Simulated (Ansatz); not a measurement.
Cost and result by functional for the adsorption energy of Cl on the 1x1 (111) surface of fcc Au (the real clean face reconstructs), one in a 2x2 cell, started at the site 'hollow Au-Au-Au over Au at depth 4.8 Å', in Ansatz (plane waves, PAW). Single points on the PBE structure, on one kind of machine; costs are rough ratios of the slab run's core time (references not counted) to the cheapest single point. r2SCAN's cost holds its higher cutoff (500 against 420 eV). Differences are taken against r2SCAN for comparison alone: no measured value is at hand, so the table doesn't rank accuracy.

Model: 17-atom slab, 7.2 Å thick at the start under the adsorbate (thin: gaps and levels are the slab's own), 6x6x1 mesh, Fermi-Dirac 0.1 eV, dipole correction, 8 atoms held, the rest relaxed; start symmetry kept, larger cells not searched; no spin, no spin-orbit, no U, no dispersion correction. At the end it is bonded to 3 Au. In PBE it is, or lies within 0.03 eV of, the lowest of the starts that converged. These notes are the PBE run's. Adsorption energies are against ½ Cl2(g). A negative adsorption energy means that the adsorbate is more stable on the surface than in its reference.

| functional | relative cost | adsorption energy (eV) | less r2SCAN (eV) |
|---|---|---|---|
| RPBE | 1 | -0.67 | 0.51 |
| r2SCAN | 2 | -1.18 | 0.00 |
| PBE (the relaxed run's value) | – | -0.89 | 0.29 |

The values span 0.51 eV, while the single points' costs differ by a factor of roughly 2. Differences are of unrounded values.

Ansatz is a quantum-chemistry and plane-wave program.
